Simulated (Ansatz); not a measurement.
A 16-atom cell of (Rh,Ir) started in the face-centred cubic structure, site fractions Rh 0.250, Ir 0.750, short-range order -0.06 among the nearest mixed sites of the first mixed sublattice (0 is random, a negative value favours unlike neighbours), space group Fmm2 at the end, an ordered arrangement that its symmetry holds. The mixed sublattice has 16 sites.

The mixing enthalpy is taken against the end members in the face-centred cubic type, relaxed in the same cell and mesh.

All values below come from PBE (plane waves to 420 eV, PAW; Ansatz, an electronic-structure program). Spin–orbit coupling is left out. Its k-point mesh 6×6×6, Fermi–Dirac width 0.05 eV.

| cell | energy at zero smearing (eV) |
|---|---|
| Rh | -102446.275 |
| Ir | -190964.929 |
| Ir3Rh | -168835.582 |

Q: Work out the mixing enthalpy per mixed site and the interaction parameter Ω of a regular solution.

A: With x = 12/16 of the second end member, ΔH = [-168835.582 − 4/16 × (-102446.275) − 12/16 × (-190964.929)] / 16 = -19.8 meV against the separate end members. Ω = ΔH / x(1 − x) = -106 meV.
